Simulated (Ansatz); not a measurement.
## Zn3InGaO6: pressure series

Take Zn3InGaO6 (space group R3m, No. 160; a cell from a computed database, its experimental status unchecked) as the base.

```cif
data_Ga3In3O18Zn9
_chemical_formula_sum 'Zn9 In3 Ga3 O18'
_space_group_name_H-M_alt 'R3m :H'
_space_group_IT_number 160
_space_group_name_Hall 'R 3 -2"'
_cell_length_a 3.28955
_cell_length_b 3.28955
_cell_length_c 41.37216
_cell_angle_alpha 90.000
_cell_angle_beta 90.000
_cell_angle_gamma 120.000
loop_
_atom_site_label
_atom_site_type_symbol
_atom_site_symmetry_multiplicity
_atom_site_Wyckoff_symbol
_atom_site_fract_x
_atom_site_fract_y
_atom_site_fract_z
_atom_site_occupancy
Zn1 Zn 3 a 0.00000 0.00000 0.73891 1
Zn2 Zn 3 a 0.00000 0.00000 0.25866 1
Zn3 Zn 3 a 0.00000 0.00000 0.13428 1
In1 In 3 a 0.00000 0.00000 0.99878 1
Ga1 Ga 3 a 0.00000 0.00000 0.86311 1
O1 O 3 a 0.00000 0.00000 0.08667 1
O2 O 3 a 0.00000 0.00000 0.91065 1
O3 O 3 a 0.00000 0.00000 0.81534 1
O4 O 3 a 0.00000 0.00000 0.19622 1
O5 O 3 a 0.00000 0.00000 0.30579 1
O6 O 3 a 0.00000 0.00000 0.69156 1
```
(The calculation used a cell of 11 atoms; values per cell refer to that cell.)

Cell and atoms are relaxed at each pressure.

Computed with PBEsol/PAW in Ansatz (a first-principles code), no spin-orbit coupling.

| case | c/a ratio | lattice parameter a |
|---|---|---|
| base | 12.577 | 3.290 Å |
| pressure −1 GPa | 12.578 | 3.296 Å |
| pressure 0.3 GPa | 12.578 | 3.287 Å |
| pressure 0.7 GPa | 12.578 | 3.285 Å |
| pressure 1.5 GPa | 12.577 | 3.279 Å |
| pressure 3 GPa | 12.576 | 3.270 Å |
| pressure 5 GPa | 12.575 | 3.258 Å |
| pressure 7.5 GPa | 12.574 | 3.243 Å |
| pressure 10 GPa | 12.572 | 3.230 Å |

Load acts through the strain it causes; cell and atoms are relaxed under it. No phonon test of stability was made. No other phases were tried under pressure.
